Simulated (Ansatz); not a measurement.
Data:

```
HfO2
1.0
    0.00000     2.52329     2.52329
    2.52329     0.00000     2.52329
    2.52329     2.52329     0.00000
Hf O
1 2
Direct
  0.00000   0.00000   0.00000
  0.25000   0.25000   0.25000
  0.75000   0.75000   0.75000
```

No spin polarisation.

The values are results of PBE (Ansatz, a quantum-chemistry and plane-wave program), no spin-orbit coupling, not measurements. k-mesh 11×11×11 (Γ-centred); smearing 0.05 eV (Fermi–Dirac).

Task: What pressure does the calculation give?

Result: 79.0 kbar.

Task: What is the computed electron mass?

Result: 1.2 mₑ along k, 0.72 mₑ across (at X).

Task: What width of the top valence band does the calculation give?

Result: 1.86 eV.

Task: Estimate the band gap.

Result: 3.82 eV.

Spin-orbit coupling, missing from the scalar runs, can matter with Hf. The cells carry an imposed strain or load. Effective masses come from finite differences of ±0.01 Å⁻¹. Along k means along the line from Γ to the band edge. No phonon test of stability was made. The cell was made from HfO2 in the fluorite structure (space group Fm-3m, No. 225) by this change: isotropic strain −1.00 %. This is not the structure that HfO2 has at room temperature and ambient pressure.
